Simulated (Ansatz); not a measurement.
**Formation energy of WSi2 (I4/mmm) from the elements: levels of theory**

Subject: the formation energy of WSi2 (I4/mmm) from the elements. Reaction: 2 Si (diamond) + W (bcc) → WSi2 (I4/mmm). The sign is products less reactants. The value is per atom of the solid.

WSi2 (I4/mmm), 3 atoms in the cell; spin state with PBE: run without spin. Conventional cell: a = 3.229 Å, b = 3.229 Å, c = 7.869 Å, α = 90.00°, β = 90.00°, γ = 90.00°.

Setting: static, neutral cells in Ansatz (PAW) whose structures rest at the PBE level. Ansatz (a first-principles code) runs with its PAW set soft_1. Other levels take these structures, unless marked own geometry. The lattices are those relaxed with PBE, so at other levels the solids can be strained, which adds to the spread. A dispersion term (D3(BJ), or D4 for r2SCAN) was computed beside these levels and is taken off wherever the name lacks it. Spin-orbit coupling is left out.

| Method | value (eV/atom) |
|---|---|
| PBE | -0.34 |
| PBE+D3(BJ) | … |
| LDA | -0.44 |
| PBEsol | -0.45 |
| RPBE | -0.30 |
| r2SCAN+D4 | -0.35 |
| r2SCAN (own geometry) | -0.31 |

Question: Fill in the missing entries.

Answer: 
- PBE+D3(BJ), value (eV/atom): -0.47

The levels span 0.17 eV/atom, from PBE+D3(BJ) (-0.47) to RPBE (-0.30).

Rough cost of one single point on WSi2 (I4/mmm), against PBEsol's on the same shared machine and with each level's own mesh and cutoff: r2SCAN about 3 times.
